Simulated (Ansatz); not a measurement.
We consider ErPt3 (Pm-3m, No. 221), described by r²SCAN (Ansatz, a quantum-chemistry and plane-wave program, PAW).

Settings: plane-wave cutoff 560 eV, 14×14×14 k mesh, Fermi–Dirac smearing 0.05 eV, spin-polarised with parallel moments, scalar-relativistic PAW data made under PBE.

Computed at the level's own relaxed cell.

Problem. Predict the lattice parameter a and bulk modulus B0.

Solution. 
lattice parameter a: 4.076 Å
bulk modulus B0: 193 GPa

Note: the magnetic order was assumed, not searched for or taken from measurement; the 4f shell is treated without U or exact exchange, so its levels and filling can be wrong; the bulk modulus is −V dP/dV from two relaxed cells at ±2 % in volume.

Spin–orbit coupling is not included.

The computed numbers hold no vibrational or temperature effects.

The result took around 7 core-minutes (rough).
